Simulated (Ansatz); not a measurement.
**GeSiC2 (model structure, started from the AlGaN2 type, P-4m2, No. 115, 4 atoms in the cell)**

All values below come from LDA in Ansatz (plane waves, PAW).

Run with plane-wave cutoff 520 eV, 10×10×8 k mesh (along the axes of the cell as run), Fermi–Dirac smearing 0.01 eV, scalar-relativistic PAW data made under PBE.

Cell (relaxed at this level):

Space group P-4m2 (No. 115); a = 3.1338 Å, b = 3.1338 Å, c = 4.4216 Å, α = 90.00°, β = 90.00°, γ = 90.00°

```json
[
 {"atom": "Ge", "site": "1c", "symmetry": "-4m2", "x": "0.5000", "y": "0.5000", "z": "0.5000"},
 {"atom": "Si", "site": "1a", "symmetry": "-4m2", "x": "0.0000", "y": "0.0000", "z": "0.0000"},
 {"atom": "C", "site": "2g", "symmetry": "2mm.", "x": "0.0000", "y": "0.5000", "z": "0.2367"}
]
```

For GeSiC2 (model structure, started from the AlGaN2 type, P-4m2, No. 115, 4 atoms in the cell), the band gap is 1.44 eV (indirect) and the smallest direct gap on the k points sampled comes out as 1.81 eV.

Note: the relaxation could raise the start's symmetry but not lower it, so the cell can be a saddle point.

Spin–orbit coupling is not included.

The computed numbers hold no vibrational or temperature effects.

A model structure was made by putting elements into a prototype or built by hand; it is no filed structure, need not be a known phase, and can be a saddle point held by its symmetry.

Ansatz is a program for electronic structure.
